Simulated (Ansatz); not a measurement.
Level of theory: PBE (plane waves to 420 eV, PAW; Ansatz, a quantum-chemistry and plane-wave program).

Plane-averaged electrostatic potential energy along the normal, in eV from the Fermi level, for the (210) surface of rock-salt ZrN in its 1x1 cell (cut with top plane N + Zr, bottom plane N + Zr), outermost plane spacing 1.03 Å in the ideal cut:

```tsv
z (Å)	V (eV)
3.83	2.52
4.12	2.51
4.42	2.51
4.71	2.51
5.01	2.50
5.30	2.49
5.59	2.46
5.89	2.42
6.18	2.34
6.48	2.19
6.77	1.89
7.07	1.28
7.36	-0.05
7.66	-3.37
7.95	-7.76
8.24	-10.28
8.54	-10.91
8.83	-11.93
9.13	-13.01
9.42	-13.23
9.72	-13.18
10.01	-12.88
10.31	-11.37
10.60	-9.64
10.89	-10.30
11.19	-11.82
11.48	-11.85
11.78	-11.74
12.07	-12.22
12.37	-11.86
12.66	-10.82
12.96	-11.05
13.25	-11.78
13.54	-11.05
13.84	-10.82
14.13	-11.86
14.43	-12.22
14.72	-11.74
15.02	-11.85
15.31	-11.82
15.61	-10.30
15.90	-9.64
16.19	-11.37
16.49	-12.88
16.78	-13.18
17.08	-13.23
17.37	-13.01
17.67	-11.93
17.96	-10.91
18.26	-10.28
18.55	-7.76
18.84	-3.37
19.14	-0.05
19.43	1.28
19.73	1.89
20.02	2.19
20.32	2.34
20.61	2.42
20.91	2.46
21.20	2.49
21.49	2.50
21.79	2.51
22.08	2.51
22.38	2.51
22.67	2.52
```

Set-up: 22 atoms, N11Zr11, 10.3 Å thick at the start (thin: gaps and levels are the slab's own); mesh 9x8x1; 0.1 eV smearing; dipole correction on; all atoms relaxed; held to the part of the start's symmetry that mesh and held atoms allow; no spin, no spin-orbit, no U.

The vacuum level lies 2.52 eV above the Fermi level over the top face and 2.52 eV above it under the bottom face.
